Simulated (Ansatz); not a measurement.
Take Ag2O (space group Pn-3m, No. 224; a = 4.812 Å) as the base.

The values are results of Ansatz (a first-principles code), PBE, PAW, cutoff 420 eV, no spin-orbit coupling, not measurements.

Strains are applied to the cell and any free atomic positions relax.

One change was made to it. Results:

```tsv
quantity	base	after
energy relative to the base (free energy F)	0 meV/atom	+37 meV/atom
pressure	0.0 GPa	8.1 GPa
```

Q: Which of these changes matches the shifts?
A) isotropic strain −1.20 %
B) isotropic strain −0.60 %
C) isotropic strain −3.00 %

A: C, isotropic strain −3.00 %. For comparison, the energy relative to the base in the other runs: isotropic strain −1.20 % gives +5.5 meV/atom; isotropic strain −0.60 % gives +1.3 meV/atom.

A case with no gap was solved on a k-mesh chosen for an insulator, which is coarse for it. Stability against distortions was not tested. No Hubbard U is applied, and correlation can decide whether such a compound is a metal. The final runs are not spin-polarised.
